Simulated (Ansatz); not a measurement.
The (111) surface of fcc Cu, one row in 4 of the top plane missing (bottom of the slab: a bare face, its two planes held)

Calculation: PBE (plane waves to 420 eV, PAW; Ansatz, an electronic-structure program).

Set-up: 23 atoms, 10.5 Å thick at the start with caps and adatoms (thin: gaps and levels are the slab's own); mesh 17x5x1; 0.1 eV smearing; dipole correction on; 8 atoms held, the rest relaxed; no symmetry held; no spin, no spin-orbit, no U. In PBE it is, or lies within 0.01 eV a 1x1 cell of, the lowest of the 2 structures of its composition computed so far; subsurface sites and larger cells were not tried.

work function of the top face: 4.48 eV
energy released by relaxation: 0.076 eV
cost: about 40 core-minutes (a rough figure)
